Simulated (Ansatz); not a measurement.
Defects in wurtzite ZnO: interstitial Mg, charge +2; interstitial Al, charge +3; Zn vacancy, charge -2; O vacancy, charge +2; interstitial F, charge -1. Calculation: PBE, PAW (plane waves to 420 eV; Ansatz, a first-principles code).

Barriers are those of the lowest checked hop between equivalent sites, from the lowest site run (climbing-image NEB, static, fixed cells, no finite-size terms; on the finer meshes named, energies are single points at the band's geometries). One hop need not carry long-range diffusion, and untried routes could be lower. Saddle orders were checked for a part of the study's bands only and are not shown. Vacancies start on their lattice site; split forms were not set up. Charge states are imposed.

Q: For which of them does this lowest hop between equivalent sites lie under 0.5 eV?

A: interstitial Al, charge +3 (0.22 eV). The rest lie higher: interstitial Mg, charge +2 (1.16 eV); Zn vacancy, charge -2 (0.88 eV); O vacancy, charge +2 (1.33 eV); interstitial F, charge -1 (0.64 eV).
